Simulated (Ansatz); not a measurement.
AlB2-type HfB₂ was calculated with r²SCAN+SOC in Ansatz (plane waves, PAW).

Numerical settings: plane-wave cutoff 560 eV, 24×24×16 k mesh (along the axes of the cell as run), Fermi–Dirac smearing 0.05 eV, PAW data made under PBE.

Energies at three volumes about the minimum:

```json
[
 {"V (Å³/atom)": "9.667", "E − E_lowest (meV/atom)": "3.24"},
 {"V (Å³/atom)": "9.865", "E − E_lowest (meV/atom)": "0.00"},
 {"V (Å³/atom)": "10.062", "E − E_lowest (meV/atom)": "3.05"}
]
```

Problem. Fit a parabola by hand: where is the minimum, and what is the bulk modulus?

Solution. Slopes: (0.00 − 3.24)/(9.865 − 9.667) = -16.364 and (3.05 − 0.00)/(10.062 − 9.865) = 15.482 meV/Å³. Curvature E″ = 2 × (15.482 − (-16.364))/(10.062 − 9.667) = 161.246 meV/Å⁶. From the middle of the first interval, the slope vanishes at V0 = 9.7660 − (-16.364)/161.246 = 9.867 Å³/atom. B = V0 E″ = 9.867 × 161.246 meV/Å³ × 0.1602 GPa per meV/Å³ = 255 GPa. The full Birch–Murnaghan fit to all volumes gives V0 = 9.865 Å³/atom and B0 = 255 GPa.

Shape and atoms are relaxed at each volume.

Measured, for comparison: bulk modulus 282 GPa (room temperature, no zero-point or thermal correction, hydrostatic curve from radial diffraction; as tabulated in Experimental and computational studies of compression and deformation behavior …); equilibrium volume per atom 9.91 Å³/atom (room temperature, no zero-point or thermal correction; as tabulated in Burrage et al. (2022), doi:10.3390/ma15082762). Computed (rounded) less measured: bulk modulus -10 %, equilibrium volume per atom -0.5 %. A static lattice is as a rule a little smaller and stiffer than an uncorrected measurement, which narrows the difference in the equilibrium volume per atom and would widen misses of the other sign.

Note: the bulk modulus comes from volumes at which shape and atoms were relaxed.

Ansatz is a quantum-chemistry and plane-wave program.
